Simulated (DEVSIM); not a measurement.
abrupt GaAs p-n junction

Structure: abrupt GaAs p-n junction, at 300 K.

| layer (left to right) | material | thickness (μm) | Nd (cm⁻³) | Na (cm⁻³) | τn (s) | τp (s) |
|---|---|---|---|---|---|---|
| 1 | GaAs | 64.0 | - | 7.7e15 | 3.1e-8 | 3.1e-8 |
| 2 | GaAs | 11.0 | 2e15 | - | 3.1e-8 | 3.1e-8 |

Left contact: ohmic. Right contact: ohmic. Voltage is applied to the left contact. Recombination: SRH at mid-gap. Mobility is μmin + (μ − μmin)/(1 + (N/Nref)^α).

The device is made up for the run: typed textbook-type constants, with dimensions and the other settings drawn at random. Values at 300 K.

| parameter | GaAs |
|---|---|
| gap (eV) | 1.424 |
| affinity (eV) | 4.07 |
| permittivity | 12.9 |
| Nc (cm⁻³) | 4.7e17 |
| Nv (cm⁻³) | 9e18 |
| μn (cm²/Vs) | 8500 |
| μp (cm²/Vs) | 400 |
| μn,min | 500 |
| μp,min | 20 |
| Nref,n | 6e16 |
| Nref,p | 1.5e17 |
| αn | 0.39 |
| αp | 0.38 |

DEVSIM, 1D drift-diffusion, Boltzmann statistics, complete ionisation; no tunnelling, impact ionisation, image-force lowering or self-heating.

| Quantity | Result |
|---|---|
| Potential step across the device at zero bias | 1.100 V |
| Largest field in the device at zero bias | 22000 V/cm |
| Dark forward voltage at 1 A/cm² | 1.018 V |
| Dark forward voltage at 100 A/cm² | 1.602 V |

Dark reverse current:

```json
[
 {"V (V)": "-0.04", "J (A/cm²)": "-2.2e-11"},
 {"V (V)": "-0.10", "J (A/cm²)": "-4.4e-11"},
 {"V (V)": "-0.20", "J (A/cm²)": "-7.5e-11"},
 {"V (V)": "-0.30", "J (A/cm²)": "-1.0e-10"},
 {"V (V)": "-0.40", "J (A/cm²)": "-1.3e-10"},
 {"V (V)": "-0.60", "J (A/cm²)": "-1.8e-10"},
 {"V (V)": "-0.80", "J (A/cm²)": "-2.2e-10"},
 {"V (V)": "-1.00", "J (A/cm²)": "-2.6e-10"},
 {"V (V)": "-1.30", "J (A/cm²)": "-3.2e-10"},
 {"V (V)": "-1.60", "J (A/cm²)": "-3.7e-10"},
 {"V (V)": "-2.00", "J (A/cm²)": "-4.4e-10"}
]
```

Dark forward current:

```tsv
V (V)	J (A/cm²)
0.05	5.3e-11
0.20	1.5e-9
0.35	3.0e-8
0.50	6.3e-7
0.60	5.1e-6
0.75	0.00017
0.90	0.022
1.05	2.1
1.20	13
1.35	35
1.45	56
1.60	99
1.75	160
1.90	230
```
